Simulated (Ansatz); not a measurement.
## How far a parabola holds: energy against volume of L1₂ (Cu3Au-type) Pt₃Ti

We consider L1₂ (Cu3Au-type) Pt₃Ti, described by LDA (PAW; Ansatz, an electronic-structure program). Run with plane-wave cutoff 520 eV, 14×14×14 k mesh, Fermi–Dirac smearing 0.05 eV, no spin polarisation, scalar-relativistic PAW data made under PBE. The cell has no free parameter but its volume, all volumes share cutoff and mesh, and the runs aren't spin-polarised. Energies are free energies at the run's smearing, counted from the lowest row; static lattice.

```
V (Å³/atom)  E (meV/atom)
-----------  ------------
13.655                  ?
13.945              22.24
14.236               5.32
14.526               0.00
14.817               4.96
15.107              19.05
```

### Question
Fit E against V with a parabola, and predict the withheld value at V = 13.655.

### Answer
With u = V - 14.5, the rows have u = -0.5550, -0.2640, 0.0260, 0.3170, 0.6070. Least squares gives E = 0.088 - 5.515·u + 61.196·u². Residuals (row less fit): 0.241, -0.489, 0.014, 0.471, -0.238; standard error 0.537 (degrees of freedom: 2). The fitted curve has its minimum at V = 14.5, where E = -0.04. Its curvature is d²E/dV² = 2 × 61.196 meV/Å⁶, so B = V0·d²E/dV² × 0.1602 = 285 GPa. At the withheld row, u = -0.8450, so E = 0.088 - 5.515 × (-0.8450) + 61.196 × (-0.8450)² = 48.444 meV/atom. The calculation gives 52.20 meV/atom, 3.756 meV/atom above the prediction (7.2 % of the range of E in the table). The row lies outside the fitted rows, so this is an extrapolation. From the scatter of the fitted rows alone, a prediction at this place has a standard error of 1.269 meV/atom, so the miss is 3.0 times that.

The residuals are curvature that a parabola lacks, not noise. A solid that stiffens under compression and softens on expansion lies above the parabola at the compressed end and under it at the expanded end, as this row does. A third-order Birch-Murnaghan fit to the whole scan has B0 = 283 GPa. Only scans are tabulated whose curvature falls smoothly with volume, and where the parabola meets the shown rows within 5 % of their range and misses the end by 0.1 meV or more.

Spin–orbit coupling is not included.
